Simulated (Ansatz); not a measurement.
```
CELL_PARAMETERS angstrom
      3.08864     0.00000     0.00000
      0.00000     3.08864     0.00000
      1.54432     1.54432     2.18399
ATOMIC_POSITIONS crystal
  Al 0.00000 0.00000 0.00000
  N  0.25000 0.75000 0.50000
```

Space group of this cell: F-43m, zinc blende. The cell is taken as given.

The current runs along the normal of the first two printed vectors, the (001) plane. All runs by Ansatz (a quantum-chemistry and plane-wave program), plane waves and PAW, without spin-orbit coupling; the base is r2SCAN.

```csv
run,mean pressure (GPa),gap (eV),mid-gap κ (1/Å)
base,0.3,3.94,0.304
all lengths scaled by 0.98,14.6,3.99,0.327
all lengths scaled by 1.02,-10.9,…,…
"lengths across the current scaled by 0.98, ions clamped",9.4,3.91,0.322
"lengths across the current scaled by 1.02, ions clamped",-7.5,…,…
"lengths along the current scaled by 0.97, ions clamped",7.0,3.79,0.311
"lengths along the current scaled by 1.03, ions clamped",-5.7,…,…
```

Some entries are withheld; supply them.


- all lengths scaled by 1.02, gap (eV): 3.89
- all lengths scaled by 1.02, mid-gap κ (1/Å): 0.280
- lengths across the current scaled by 1.02, ions clamped, gap (eV): 3.80
- lengths across the current scaled by 1.02, ions clamped, mid-gap κ (1/Å): 0.286
- lengths along the current scaled by 1.03, ions clamped, gap (eV): 3.83
- lengths along the current scaled by 1.03, ions clamped, mid-gap κ (1/Å): 0.296
